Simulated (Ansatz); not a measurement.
Cubic perovskite SrHfO₃ (cubic high-temperature phase)

Computed with LDA (Ansatz, a quantum-chemistry and plane-wave program, PAW).

Numerical settings: plane-wave cutoff 520 eV, 8×8×8 k mesh, Fermi–Dirac smearing 0.01 eV, scalar-relativistic PAW data made under PBE.

Cell: relaxed at this level.

| Property | Result |
|---|---|
| band gap | 3.70 eV (on the SCF k mesh) |
| equilibrium lattice constant a | 4.069 Å |
| bulk modulus B0 | 184 GPa |

Note: the relaxation could not lower the start's symmetry, so the cell can be a saddle point above a distorted one; the bulk modulus is −V dP/dV from two relaxed cells at ±2 % in volume.

Spin–orbit coupling is not included.

Static lattice: no zero-point or thermal effects.

Cost on a shared machine: about 23 core-seconds (a rough figure).
